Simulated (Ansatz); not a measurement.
Reference: InP (F-43m), PBEsol with spin-orbit coupling, rigid bands (plane waves, PAW; Ansatz, an electronic-structure program); geometry: cell and atoms relaxed with PBEsol.

```
CELL_PARAMETERS angstrom
      0.00000     2.93916     2.93916
      2.93916     0.00000     2.93916
      2.93916     2.93916     0.00000
ATOMIC_POSITIONS crystal
  In 0.00000 0.00000 0.00000
  P  0.25000 0.25000 0.25000
```

The band gap comes out as 0.54 eV and the electron conductivity mass comes out as 0.056 mₑ. The hole conductivity mass is 0.56 mₑ and the Seebeck coefficient, n-type 1e19 cm⁻³ is -44 μV/K.

Task: Replace In by Al on the same sites and relax. What happens?

Result: AlP (F-43m): volume per atom 25.4 to 20.5 Å³; band gap rises (0.54 eV to 1.43 eV); electron conductivity mass rises (0.056 mₑ to 0.33 mₑ); hole conductivity mass rises (0.56 mₑ to 0.68 mₑ); Seebeck coefficient, n-type 1e19 cm⁻³ rises in size (-44 μV/K to -263 μV/K).

Task: Swap In for Ga, keeping the structure type. How do these values move?

Result: GaP (F-43m): volume per atom 25.4 to 20.1 Å³; band gap rises (0.54 eV to 1.43 eV); electron conductivity mass rises (0.056 mₑ to 0.35 mₑ); hole conductivity mass falls (0.56 mₑ to 0.48 mₑ); Seebeck coefficient, n-type 1e19 cm⁻³ rises in size (-44 μV/K to -332 μV/K).

Task: Replace In by B on the same sites and relax. What happens?

Result: BP (F-43m): volume per atom 25.4 to 11.5 Å³; band gap rises (0.54 eV to 1.10 eV); electron conductivity mass rises (0.056 mₑ to 0.33 mₑ); hole conductivity mass falls (0.56 mₑ to 0.42 mₑ); Seebeck coefficient, n-type 1e19 cm⁻³ rises in size (-44 μV/K to -336 μV/K).

Moves up to 5 % count as about the same. Masses are for dilute carriers at 300 K, harmonic means over directions unless an axis is named. Seebeck coefficients are for the stated density at 300 K, with one relaxation time for all states and whether or not that doping can be reached.
